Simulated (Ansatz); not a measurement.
An Ansatz (an electronic-structure program) input for (Al,Rh)2O3 alloy cell AlRhO3 (corundum start):

Ansatz 0.2 input:
```yaml
crystal:
  lattice:
    - [5.029913034, -0.000000228, -0.000000009]
    - [-2.514956714, 4.356032647, 0.000000168]
    - [-0.000000022, 0.000000518, 13.525776968]
  atoms:
    - { symbol: Al, position: [0.99999982, 1.000000073, 0.853942621] }
    - { symbol: Al, position: [0.666666412, 0.333333055, 0.180655078] }
    - { symbol: Rh, position: [0.333333147, 0.66666662, 0.517603203] }
    - { symbol: Rh, position: [1.00000014, 1.000000184, 0.343207491] }
    - { symbol: Rh, position: [0.666666914, 0.333333501, 0.683009831] }
    - { symbol: Al, position: [0.333333876, 0.666666443, 0.021930897] }
    - { symbol: Al, position: [1.000000651, 0.999999905, 0.143459139] }
    - { symbol: Al, position: [0.666666154, 0.333334055, 0.485494556] }
    - { symbol: Rh, position: [0.333333975, 0.666666412, 0.822496077] }
    - { symbol: Al, position: [0.999999752, 0.999999883, 0.651497723] }
    - { symbol: Rh, position: [0.666666758, 0.333333384, 0.985970993] }
    - { symbol: Rh, position: [0.333333301, 0.66666639, 0.312985664] }
    - { symbol: O, position: [0.01108769, 0.64733541, 0.417952488] }
    - { symbol: O, position: [0.711805985, -0.000337762, 0.752726393] }
    - { symbol: O, position: [0.348403967, 0.337621088, 0.085125027] }
    - { symbol: O, position: [0.636247149, 0.988912277, 0.417952535] }
    - { symbol: O, position: [0.287855959, 0.288193846, 0.752726532] }
    - { symbol: O, position: [0.989216622, 0.651595688, 0.085124979] }
    - { symbol: O, position: [0.957142335, 0.305417722, 0.583061659] }
    - { symbol: O, position: [0.649491885, 0.690942396, 0.921632697] }
    - { symbol: O, position: [0.313024157, 1.017629268, 0.238750686] }
    - { symbol: O, position: [0.694582144, 0.65172442, 0.583061521] }
    - { symbol: O, position: [0.309057449, 0.958548988, 0.921632545] }
    - { symbol: O, position: [0.98237054, 0.295395225, 0.238751] }
    - { symbol: O, position: [0.348275356, 0.042857661, 0.583061535] }
    - { symbol: O, position: [0.041450984, 0.350508196, 0.921632624] }
    - { symbol: O, position: [0.704605104, 0.6869753, 0.238750997] }
    - { symbol: O, position: [0.352664363, 0.36375289, 0.417952497] }
    - { symbol: O, position: [1.000338427, 0.712144652, 0.752726079] }
    - { symbol: O, position: [0.66237905, 0.010782864, 0.085124929] }
basis:
  ecutwfc: 420
  ecutrho_ratio: 4
  xc_grid: 2
kpoints:
  mp_grid: { grid: [5, 5, 2] }
hamiltonian:
  xc: pbe
  dispersion: none
  pseudopotentials: { kind: paw }
scf:
  n_extra_bands: 18
  occupations: { method: fermi_dirac, width: 0.01 }
output:
  forces: true
  stress: true
  eigenstates:
    kpoints:
      - [0.0, 0.0, 0.0]
      - [-0.5, 0.0, -0.5]
      - [-0.5, -0.5, -0.5]
      - [0.0, -0.5, -0.5]
    e_range: [-4.0, 6.0]
    localisation: true
relax:
  f_tol: 0.03
  max_steps: 90
  cell: { stress_tol: 0.15 }
```

Computed with PBE (plane waves to 420 eV, PAW; Ansatz). Scalar-relativistic, without spin–orbit coupling. Its k-point mesh 5×5×2, Fermi–Dirac width 0.01 eV.

Question: Write the closing report of this run, without the band table and long remarks, to eight decimals at most.

Answer: 
```
SCF converged after 6 iterations
Free energy (F): -51864.720026 eV
Harris-Foulkes:  -51864.720026 eV  (|F-HF|=9.75e-10)
Internal energy: -51864.720026 eV  (E = F + TS)
E sigma→0 (E₀):  -51864.720026 eV
Fermi energy:    12.482435 eV
--- Per-component energies (eV) ---
  E_band       = -1192.429395
  E_kinetic    = 6760.600541
  E_local      = -21075.980071  (includes V_loc(G=0)·N_el)
  E_nonlocal   = 3054.205923
  E_hartree    = 7953.335021
  E_xc         = -2899.445232
  E_vxc        = -3543.084689  (∫ρ·V_xc dr)
  E_paw        = -27174.414433  (= ΣΔE_a)
  E_vpaw       = -2294.892204  (= ΣTr[D̂ρ^β])
  E_aug_tail   = 0.051040  (compensation charges beyond the density's cutoff)
  E_ewald      = -18483.072815
  E_smearing   = 0.000000  (= −TS)
  E_closure    = 0.000000  (closes the sum)
  Σ components = -51864.720026   (vs F -51864.720026, Δ=0.00e0)
--- Forces (eV/Å), atoms counted from 1 ---
  atom   1  Al    0.00000000    0.00000000    -0.00069523
  atom   2  Al     0.00000000     0.00000000     0.00493543
  atom   3  Rh     0.00000000     0.00000000     0.01135522
  atom   4  Rh    0.00000000    0.00000000    -0.00788538
  atom   5  Rh    0.00000000    0.00000000    -0.00487437
  atom   6  Al     0.00000000     0.00000000     0.00698560
  atom   7  Al    0.00000000    0.00000000    -0.01275771
  atom   8  Al     0.00000000     0.00000000     0.00241818
  atom   9  Rh    0.00000000    0.00000000    -0.00520091
  atom  10  Al     0.00000000     0.00000000     0.00622818
  atom  11  Rh    0.00000000    0.00000000    -0.00968857
  atom  12  Rh     0.00000000     0.00000000     0.01180213
  atom  13  O     -0.00119289    -0.00392076    -0.00115129
  atom  14  O      0.00040670    -0.00010085    -0.00630227
  atom  15  O      0.00015623    -0.00478645     0.00119485
  atom  16  O     -0.00279903     0.00299345    -0.00115129
  atom  17  O     -0.00029069    -0.00030179    -0.00630227
  atom  18  O     -0.00422331     0.00225792     0.00119485
  atom  19  O      0.00140572     0.00348943    -0.00207106
  atom  20  O     -0.00168641    -0.00291214     0.00627249
  atom  21  O      0.00503039     0.00587958     0.00118273
  atom  22  O     -0.00372480    -0.00052732    -0.00207106
  atom  23  O      0.00336519    -0.00000441     0.00627249
  atom  24  O     -0.00760706     0.00141665     0.00118273
  atom  25  O      0.00231908    -0.00296211    -0.00207106
  atom  26  O     -0.00167878     0.00291655     0.00627249
  atom  27  O      0.00257667    -0.00729624     0.00118273
  atom  28  O      0.00399192     0.00092730    -0.00115129
  atom  29  O     -0.00011601     0.00040264    -0.00630227
  atom  30  O      0.00406707     0.00252853     0.00119485
  max |Σ_I F_I| component: 1.07e-6 eV/Å
--- Stress (GPa, compression-positive) ---
       -0.076420      -0.000003       0.000000
        0.000003      -0.076420       0.000000
        0.000000       0.000000       0.078143
  P = ⅓ Tr σ = -0.0249 GPa (-0.249 kbar)
--- Relaxed structure (5 steps of the walk, 5 accepted, 1 SCFs on fresh bases) ---
  F+E_penalty+E_count = -51864.72002648 eV   max|allowed force component| = 1.276e-2 eV/Å   (the final SCF, on the basis selected at the relaxed cell)
  cell:  # Å, volume = 295.2249 Å³
    - [5.00237923, 0.0, 0.0]
    - [-2.50118961, 4.33218749, -1.44936381e-9]
    - [1.10870806e-9, 5.19774465e-9, 13.62288413]
  atoms:
    - { symbol: Al, position: [1.0, 1.00000000, 0.85112507] }
    - { symbol: Al, position: [0.66666667, 0.33333333, 0.18136451] }
    - { symbol: Rh, position: [0.33333333, 0.66666667, 0.51574266] }
    - { symbol: Rh, position: [1.0, 1.0, 0.34390978] }
    - { symbol: Rh, position: [0.66666667, 0.33333333, 0.68162083] }
    - { symbol: Al, position: [0.33333333, 0.66666667, 0.01832150] }
    - { symbol: Al, position: [1.0, 1.0, 0.14449740] }
    - { symbol: Al, position: [0.66666667, 0.33333333, 0.48743783] }
    - { symbol: Rh, position: [0.33333333, 0.66666667, 0.82229515] }
    - { symbol: Al, position: [1.0, 1.00000000, 0.65235955] }
    - { symbol: Rh, position: [0.66666667, 0.33333333, 0.98817409] }
    - { symbol: Rh, position: [0.33333333, 0.66666667, 0.31579938] }
    - { symbol: O, position: [0.01188323, 0.64696565, 0.41726714] }
    - { symbol: O, position: [0.71159861, -0.00063490, 0.75181418] }
    - { symbol: O, position: [0.35188017, 0.34113533, 0.08651370] }
    - { symbol: O, position: [0.63508242, 0.98811677, 0.41726714] }
    - { symbol: O, position: [0.28776648, 0.28840139, 0.75181418] }
    - { symbol: O, position: [0.98925516, 0.64811983, 0.08651370] }
    - { symbol: O, position: [0.95780523, 0.30575517, 0.58188345] }
    - { symbol: O, position: [0.65192740, 0.69138876, 0.92142931] }
    - { symbol: O, position: [0.30870271, 1.01301842, 0.24020962] }
    - { symbol: O, position: [0.69424483, 0.65205006, 0.58188345] }
    - { symbol: O, position: [0.30861124, 0.96053864, 0.92142931] }
    - { symbol: O, position: [0.98698158, 0.29568430, 0.24020962] }
    - { symbol: O, position: [0.34794994, 0.04219477, 0.58188345] }
    - { symbol: O, position: [0.03946136, 0.34807260, 0.92142931] }
    - { symbol: O, position: [0.70431570, 0.69129729, 0.24020962] }
    - { symbol: O, position: [0.35303435, 0.36491758, 0.41726714] }
    - { symbol: O, position: [1.00063490, 0.71223352, 0.75181418] }
    - { symbol: O, position: [0.65886467, 0.01074484, 0.08651370] }
```

Cost: about 4 core-minutes (a rough figure).
